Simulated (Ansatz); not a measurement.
Cell and atoms of amorphous Ga$_{24}$O$_{39}$Y$_{2}$:

```xyz
65
Lattice="9.1373 0.1194 -0.0005 0.1194 9.4739 -0.2216 -0.0005 -0.2216 9.4873" Properties=species:S:1:pos:R:3 pbc="T T T"
Ga     8.0784     5.9785     6.1424
Ga     7.9910     5.2240     3.0417
Ga     5.1729     7.8877     1.3811
Ga     2.4114     0.0571     1.0182
Ga     4.9054     5.4612     4.8325
Ga     7.1587     8.0499     3.9922
Ga     5.8153     4.7366     0.2955
Ga     5.7374     0.9194     0.2734
Ga     6.2942     3.6971     6.5688
Ga     3.0056     8.1477     5.9075
Ga     0.6199     2.9673     5.7204
Ga     3.5143     2.3325     5.3569
Ga     1.4889     0.8353     7.2943
Ga     1.2210     2.7247     2.7743
Ga     3.9631     3.6447     2.5601
Ga     2.3352     2.9950     9.0597
Ga     0.5986     7.5511     8.1847
Ga     0.2051     5.3592     0.5596
Ga     8.3076     9.3609     1.1493
Ga     8.1259     2.4857     9.0872
Ga     2.3366     6.6042     2.8291
Ga     3.2756     6.1582     9.0276
Ga     0.7992    -0.0484     4.0846
Ga     7.2630     0.7685     6.6992
O      2.2990     1.0615     9.0612
O      4.4658     3.8538     5.9681
O      8.2684     9.2987     3.0448
O      1.9921     7.9274     4.1297
O      3.0582     0.5999     6.0390
O      7.4177     1.6555     1.0740
O      1.3466     5.9485     8.8078
O      3.1077     7.5199     1.3157
O      5.4367     3.3441     1.4682
O      3.6737     4.3211     9.0254
O      3.5640     7.6357     7.9138
O      4.4746     7.1535     5.5059
O      6.9786     8.6300     5.7020
O      0.2624     1.0942     5.4348
O      6.2474     5.6058     6.4262
O      1.8844     2.7330     7.1283
O      6.6426     3.4486     8.4343
O      0.4513     3.5883     0.0250
O      8.2999     6.5588     4.3803
O      1.2937     8.4360     6.7396
O      3.6368     5.3368     3.3555
O      8.6560     3.4119     3.1632
O      6.3406     4.5716     3.8522
O      0.7122     8.7360     0.3066
O      6.7471     8.6562     0.4415
O      7.5579     5.3752     1.1635
O      5.2502     6.5045     0.0041
O      0.7622     5.7691     2.2881
O      5.8053     0.4842     7.9590
O      4.3300     0.2327     1.2900
O      5.8049     7.4175     3.0033
O      8.4526     4.1848     6.2905
O      2.4579     3.3013     1.5728
O      1.9701     3.1454     4.4619
O      1.4381     0.8372     2.5402
O      4.4374     2.2274     3.6983
O      8.1094     7.0040     7.6780
O      8.6494     1.1635     7.9148
O      6.6814     2.1344     5.6092
Y      6.6279     2.4369     3.3704
Y      5.7625     7.6075     7.4479
```

Calculation: PBE, scalar-relativistic without spin-orbit coupling (plane waves to 420 eV, PAW; Ansatz, an electronic-structure program).

It comes from a melt-quench run on a machine-learned potential (CHGNet), relaxed afterwards by DFT. O atoms were pushed apart under 1.9 Å during the dynamics, to hinder bonds among them. The hot cell started wider than the set density and was brought back towards it in steps. It is the lowest in DFT energy of 2 quenches. It is a model cell: composition and starting density were chosen by hand, and all elements were melted together. No dispersion term was used. Its density started from a set value of 5.01 and ended at 5.01 g/cm³. Cooling (nominally 220 K/ps over its main leg) ran many orders faster than in experiment, which tends to leave more defects and strain. A cell of this size samples the disorder only roughly. The volume was held where the preparation left it and the shape relaxed, at a PBE pressure of 0.6 GPa. Stress components on the final sampling reach 0.6 GPa.

Neighbours within Ga-Ga 2.68 Å, Ga-O 2.56 Å, Ga-Y 3.21 Å, O-O 1.58 Å, O-Y 2.82 Å, Y-Y 3.74 Å count as bonded. Two cations that share two anions don't count as bonded, nor two that share one unless they lie closer than Ga-Ga 2.61 Å, Ga-Y 3.12 Å, Y-Y 3.64 Å.

### Question
Give the coordination numbers, mean bond lengths and angles.

### Answer

```yaml
Mean coordination of Ga by anions: 4.54 (12 with 4, 11 with 5, 1 with 6)
Mean coordination of O: 3.15 (1 with 2, 31 with 3, 7 with 4)
Mean coordination of Y by anions: 7.00 (1 with 6, 1 with 8)
Mean Ga-O bond: 1.939 Å (spread 0.121 Å, 109 counted)
Mean O-Y bond: 2.378 Å (spread 0.152 Å, 14 counted)
Bond angle at Ga: mean 106.9°, spread 22.6°
Bond angle at O: mean 114.1°, spread 15.9°
Bond angle at Y: mean 100.4°, spread 31.2°
```

### Question
List the pairs of like atoms that count as bonded by the rules above.

### Answer
There are none by these rules.
